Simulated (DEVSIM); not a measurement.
**abrupt Ge n-p junction**

Structure: abrupt Ge n-p junction, at 300 K.

```csv
layer (left to right),material,thickness (μm),Nd (cm⁻³),Na (cm⁻³),τn (s),τp (s)
1,Ge,0.960,2.2e18,-,1.4e-7,1.4e-7
2,Ge,1.10,-,1.6e14,1.4e-7,1.4e-7
```

Left contact: ohmic. Right contact: ohmic. Voltage is applied to the left contact. Recombination: SRH at mid-gap, radiative, Auger. Mobility is constant in doping.

This is a model device: material constants are rounded textbook-type values typed into the input, and sizes, dopings and lifetimes were drawn at random. Values at 300 K.

```csv
parameter,Ge
gap (eV),0.664
affinity (eV),4
permittivity,16
Nc (cm⁻³),1.04e19
Nv (cm⁻³),6e18
μn (cm²/Vs),3900
μp (cm²/Vs),1900
B (cm³/s),6.4e-14
Cn (cm⁶/s),1e-31
Cp (cm⁶/s),1e-31
```

Simulated with DEVSIM: 1D drift-diffusion, Boltzmann statistics, complete ionisation; no tunnelling, impact ionisation, image-force lowering or self-heating.

```
Item                                               Result
---------------------------------------------  ----------
Potential step across the device at zero bias     0.352 V
Largest field in the device at zero bias       69000 V/cm
Dark forward voltage at 100 A/cm²                 0.148 V
```

Dark forward current:

(V (V), J (A/cm²)): (-0.05, -7.4); (-0.10, -32); (-0.15, -110); (-0.20, -310); (-0.25, -850); (-0.30, -2300)

Small-signal capacitance in reverse bias (quasi-static):

| V (V) | C (nF/cm²) |
|---|---|
| 0.1 | 15.2 |
| 0.25 | 14.2 |
| 0.5 | 13.6 |
| 0.75 | 13.4 |
| 1 | 13.3 |
| 1.5 | 13.1 |
| 2 | 13.1 |
| 2.5 | 13.0 |
| 3.25 | 13.0 |
| 4 | 12.9 |
| 5 | 12.9 |
